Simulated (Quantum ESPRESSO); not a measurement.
A short convergence ladder for CaMg (Pmma, 4 atoms in the cell)

```
CELL_PARAMETERS angstrom
      5.69089     0.00000     0.00000
      0.00000     3.90916     0.00000
      0.00000     0.00000     5.71262
ATOMIC_POSITIONS crystal
  Ca 0.75000 0.50000 0.74543
  Ca 0.25000 0.50000 0.25457
  Mg 0.75000 0.00000 0.24229
  Mg 0.25000 0.00000 0.75771
```

Base method: LDA (PZ), GBRV 1.5 ultrasoft (LDA) pseudopotentials (plane waves; Quantum ESPRESSO 7.5).

Base settings: ecutwfc = 40 Ry; ecutrho = 200 Ry; occupations = smearing; smearing = fd; degauss = 0.0073499 Ry; potentials = {Ca: ca_lda_v1.uspp.F.UPF, Mg: mg_lda_v1.4.uspp.F.UPF}; K_POINTS = automatic 3 4 3 0 0 0; conv_thr = 1e-10 Ry; mixing_beta = 0.5.

**Zone-centre phonons against the cutoff**

In this ladder: ph.x.tr2_ph = 1e-14; ph.x.fildyn = dyn.G; dynmat.x.fildyn = dyn.G; dynmat.x.asr = crystal. Moved along: ecutrho.

The mesh stays at the base's, so the ladder's end is converged at best in this setting alone.

Frequencies are those of the unrelaxed cell, without the LO-TO term of polar crystals.

Only quantities that move along the ladder and can be compared are tabulated.

| ecutwfc | lowest optical frequency (cm⁻¹) |
|---|---|
| 20 Ry | -10.3 |
| 28 Ry | 42.5 |
| 34 Ry | 44.1 |
| 40 Ry | 44.8 |

Coarsest ecutwfc that holds the lowest optical frequency within 10 cm⁻¹ of the last step, with all finer ones: 28 Ry; the step before is off by 55 cm⁻¹.

On the base run: the starting cell comes from a database of computed structures (which also holds hypothetical and non-ambient phases and stackings), without a prior relaxation at this level. Its lattice was rescaled by up to half a per cent. Without a gap this mesh is coarse (it stands for a supercell whose shortest vector is 16 Å).
